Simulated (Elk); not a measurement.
Worked example: self-consistent single point of CaY (P4/mmm, 2 atoms in the cell) in Elk.

Method: revPBE, all-electron FP-LAPW, Elk's shipped species files, LAPW+lo basis run with Elk.

```yaml
crystal:
  lattice:
    - [3.62924, 0.00000, 0.00000]
    - [0.00000, 3.62924, 0.00000]
    - [0.00000, 0.00000, 4.75689]
  atoms:
    - { symbol: Ca, position: [0.50000, 0.50000, 0.50000] }
    - { symbol: Y, position: [0.00000, 0.00000, 0.00000] }
```

Reference input (self-consistent single point, DFT, PBE, all-electron FP-LAPW, Elk's shipped species files, LAPW+lo basis): xctype = 20; rgkmax = 7.5; stype = 0; swidth = 0.00367493 Ha; ngridk = 7 7 5; gmaxvr = 16 1/bohr; nxoapwlo = 1; maxscl = 100. This run's input differs from it in these lines:

```diff
@@ -4,3 +4,3 @@
 xctype
-  20
+  21
```

The program printed (abridged):

```
│ Self-consistent loop started │
│ Loop number : 1 │
 total energy                :     -4068.84278804
│ Loop number : 2 │
 total energy                :     -4068.85226128
RMS change in Kohn-Sham potential (target) :   0.5461600392     (  0.1000000000E-05)
Absolute change in total energy (target)   :   0.9473238237E-02 (  0.1000000000E-03)
│ Loop number : 3 │
 total energy                :     -4068.23424767
RMS change in Kohn-Sham potential (target) :   0.4323414813     (  0.1000000000E-05)
Absolute change in total energy (target)   :   0.6156452960     (  0.1000000000E-03)
│ Loop number : 4 │
   [... lines left out ...]
Absolute change in total energy (target)   :   0.3246731699E-03 (  0.1000000000E-03)
│ Loop number : 13 │
 total energy                :     -4066.50088432
RMS change in Kohn-Sham potential (target) :   0.8270628540E-06 (  0.1000000000E-05)
Absolute change in total energy (target)   :   0.1624669544E-03 (  0.1000000000E-03)
│ Loop number : 14 │
 total energy                :     -4066.50087120
RMS change in Kohn-Sham potential (target) :   0.3036655872E-06 (  0.1000000000E-05)
Absolute change in total energy (target)   :   0.5373751083E-04 (  0.1000000000E-03)
Convergence targets achieved

│ Loop number : 15 │

Energies :
 Fermi                       :     0.216522383998
 total energy                :     -4066.50086601

Density of states at Fermi energy :    84.33527824
 (states/Hartree/unit cell)

Estimated indirect band gap :   0.1719400528E-02
 from k-point     30 to k-point     17
Estimated direct band gap   :   0.5327057829E-02
 at k-point     30

Charges :
 core                        :    38.00000000
 valence                     :    21.00000000
 interstitial                :    3.961702154
 muffin-tins (core leakage)
  species :    1 (Ca)
   atom    1                 :    18.23417072     (  0.1964060381E-07)
  species :    2 (Y)
   atom    1                 :    36.80412712     (  0.8998723217E-05)
 total in muffin-tins        :    55.03829785
 total calculated charge     :    59.01029279
 total charge                :    59.00000000
 error                       :   0.1029278979E-01

│ Self-consistent loop stopped │
```

The run converged in 15 iterations. The count includes the last loop, which Elk runs after its targets are met. 

The starting cell was generated: these elements placed on a structure prototype, without a prior relaxation; it need not be a known phase or ordering of this composition. Values depend on the basis (sphere radii, cutoffs, local orbitals), which need not be converged. The log's line on a gap gives a spacing of levels on this mesh, which the program prints for metals too.
